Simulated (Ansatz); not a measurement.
# Effect of pressure 2.1 GPa on Te

The parent structure is Te (space group P3_121, No. 152; a = 4.317 Å, c = 5.957 Å; made of chains).

Now apply this change: a hydrostatic pressure of 2.1 GPa.

Level of theory: Ansatz (a first-principles code) PBEsol, spin-orbit coupling left out. Γ-centred 9×9×6 mesh, Fermi–Dirac width 0.05 eV.

```csv
quantity,base,changed,shift
density,6.61 g/cm³,6.97 g/cm³,+0.355 g/cm³
lattice parameter a,4.317 Å,4.206 Å,-0.111 Å
c/a ratio,1.380,1.416,+0.036
shortest interatomic distance,2.906 Å,2.913 Å,+0.0064 Å
enthalpy H = E + PV relative to the base's energy,–,+0.41 eV/atom,–
band gap,zero,zero,–
```

Cost of the whole job for the changed cell (relaxation, final SCF and bands): around 100 core-seconds (rough).

Spin-orbit coupling, missing from the scalar runs, can matter with Te. Load acts through the strain it causes; cell and atoms are relaxed under it. Stability against distortions was not tested. No dispersion term is included in the PBEsol runs. The zero or small gap of Te can change with the level of theory.
